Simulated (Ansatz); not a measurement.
Start from BeSe in the zinc blende structure (space group F-43m, No. 216; a = 5.129 Å). Axes: x, y, z lie along the cube axes.

Level of theory: PBEsol (Ansatz, an electronic-structure program), without spin-orbit coupling, earlier PAW set.

For the base:

| Quantity | Result |
|---|---|
| Valence-band top at Γ | 0.00, 0.00, 0.00 eV |
| Shortest interatomic distance | 2.221 Å |

One thing is altered: tensile biaxial strain of 2.77 % in the plane normal to [111], as in epitaxy on a mismatched substrate; the out-of-plane cell vector and the atoms relax.

Task: How does this affect the out-of-plane strain, valence-band top at Γ and shortest interatomic distance?

Result: The out-of-plane strain is -1.11 %; the valence-band top at Γ (three highest levels, from the VBM) becomes 0.00, -0.25, -0.25 eV (base: 0.00, 0.00, 0.00 eV); the shortest interatomic distance is still 2.221 Å.

The levels and masses belong to the bands next to the band gap. Stability against distortions was not tested.
